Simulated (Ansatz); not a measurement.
**A computed series for Nb: pressure series**

Start from Nb in the bcc (W type) structure (space group Im-3m, No. 229; a = 3.303 Å).

Cell and atoms are relaxed at each pressure.

Computed with r2SCAN/PAW in Ansatz (a quantum-chemistry and plane-wave program), spin-orbit coupling left out, earlier PAW set.

Notes on the quantities. enthalpy: H = E + PV relative to the base's energy.

```json
[
 {"change": "base", "density": "8.56 g/cm³", "enthalpy": "–"},
 {"change": "pressure −2 GPa", "density": "8.46 g/cm³", "enthalpy": "-0.23 eV/atom"},
 {"change": "pressure −1 GPa", "density": "8.51 g/cm³", "enthalpy": "-0.11 eV/atom"},
 {"change": "pressure 3 GPa", "density": "8.71 g/cm³", "enthalpy": "+0.33 eV/atom"},
 {"change": "pressure 7 GPa", "density": "?", "enthalpy": "+0.77 eV/atom"},
 {"change": "pressure 15 GPa", "density": "9.23 g/cm³", "enthalpy": "+1.62 eV/atom"},
 {"change": "pressure 30 GPa", "density": "9.79 g/cm³", "enthalpy": "+3.14 eV/atom"},
 {"change": "pressure 50 GPa", "density": "10.45 g/cm³", "enthalpy": "+5.04 eV/atom"},
 {"change": "pressure 75 GPa", "density": "11.20 g/cm³", "enthalpy": "+7.27 eV/atom"},
 {"change": "pressure 100 GPa", "density": "11.87 g/cm³", "enthalpy": "+9.35 eV/atom"}
]
```

Problem. What belongs in the blanks?

Solution. 
- pressure 7 GPa, density: 8.89 g/cm³

Load acts through the strain it causes; cell and atoms are relaxed under it. No phonon test of stability was made. Competing high-pressure phases were not computed. All final runs are without spin polarisation.
